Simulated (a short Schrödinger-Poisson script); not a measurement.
From a short Schrödinger-Poisson script (our own, NumPy): 1D Poisson equation in equilibrium, electrons quantum, Hartree plus LDA exchange-correlation (BenDaniel-Duke, 12 states a valley, the channel's in-plane mass for all, wave functions free to enter the dielectric), parabolic valleys, classical holes, full ionisation, no traps, pinning or gate leakage.

Structure: symmetric double-gate stack, Al2O3 on p-type In0.53Ga0.47As, at 300 K.

From the gate side: 4.1 nm Al2O3; 10 nm In0.53Ga0.47As, acceptors 2e15 cm⁻³; 4.1 nm Al2O3.

Constants are typed, rounded textbook-type inputs, not results; the design itself was drawn at random and stands for no fabricated device. Al2O3: permittivity 9, conduction-band edge (eV) 3.16, gap (eV) 6.8, electron mass (mₑ) 0.3. In0.53Ga0.47As: permittivity 13.9, conduction-band edge (eV) 0, gap (eV) 0.74, Nv at 300 K (cm⁻³) 7.7e18.

Channel valleys (confinement mass, in-plane density-of-states mass, number): Γ 0.041, 0.041, 1. At the gates, both at one voltage, the conduction-band edge of layer 1 lies 3.54 eV − eVg above the Fermi level of the channel. Gaps are held at their typed values at every temperature. Mesh 0.03 nm at interfaces.

### Question
Give the sheet density of all electrons at Vg = 0.5 V (cm⁻²); the gate voltage at 1e11 electrons/cm² (V); the lowest subband against the Fermi level at Vg = 1.1 V (meV).

### Answer
sheet density of all electrons at Vg = 0.5 V (cm⁻²): 6.97e11; gate voltage at 1e11 electrons/cm² (V): 0.40; lowest subband against the Fermi level at Vg = 1.1 V (meV): -287. Above a few 1e12 electrons/cm² a light Γ valley is non-parabolic and upper valleys begin to fill, which the model leaves out.
